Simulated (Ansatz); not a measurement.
The parent structure is SrHfO3 in the cubic perovskite structure (space group Pm-3m, No. 221; a = 4.1058 Å).

One thing is altered: hydrostatic tension (pressure −1 GPa).

Levels (all Ansatz, a first-principles code, PAW): PBEsol (420 eV, no SOC); PBEsol+SOC (420 eV, noncollinear with spin-orbit coupling).

The geometry is relaxed with PBEsol.

| Item | Value |
|---|---|
| PBEsol gap character | indirect, R → Γ |
| PBEsol lowest conduction level above the VBM at special points | Γ 3.71 eV; X 4.28 eV; R 6.18 eV; M 6.50 eV |

### Question
How does going to PBEsol+SOC change the gap character, lowest conduction level above the VBM at special points and electron mass?

### Answer
The gap character is still indirect, R → Γ; the lowest conduction level above the VBM at special points goes from Γ 3.71 eV; X 4.28 eV; R 6.18 eV; M 6.50 eV to Γ 3.63 eV; X 4.27 eV; R 6.13 eV; M 6.40 eV; the electron mass (degenerate bands, along [100]) is 0.33, 0.76 mₑ (at Γ).

Single points use the geometry relaxed with PBEsol. Differences between runs with and without spin-orbit coupling are approximate. With Hf present, leaving out spin-orbit coupling can change the band edges. Load acts through the strain it causes; cell and atoms are relaxed under it. Masses are band curvatures over ±0.01 Å⁻¹ around the edge. Stability against distortions was not tested. Many cubic perovskites are stable only at high temperature; tilts and polar distortions were not tested.
